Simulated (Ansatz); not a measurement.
## Al: biaxial strain +3.00 %, plane normal [001], relaxed out of plane

Consider Al in the fcc (Cu type) structure (space group Fm-3m, No. 225; a = 3.9937 Å; relaxed with 0.1 eV smearing). Axes: x, y, z lie along the cube axes.

One thing is altered: biaxial strain +3.00 %, plane normal [001], relaxed out of plane (Cartesian); in-plane vectors clamped, the third vector and the atoms free.

The values are results of Kohn–Sham DFT with the r2SCAN functional, run in Ansatz (an electronic-structure program) with PAW and 500 eV plane waves, spin-orbit coupling left out, not measurements. k-mesh 28×28×28 (Γ-centred); smearing 0.1 eV (Fermi–Dirac).

The volume per atom grows by 0.51 Å³ to 16.43 Å³ and the space group becomes I4/mmm (No. 139) (base: Fm-3m (No. 225)). The shortest interatomic distance goes up by 0.005 Å to 2.829 Å and the energy increases by 11 meV/atom. The band gap stays zero and the out-of-plane strain comes out as -2.74 %. The ratio −ε⊥/ε∥ is 0.91 and the mean in-plane stress (compression positive) amounts to -3.7 GPa.

Whether these cells are dynamically stable was not tested.
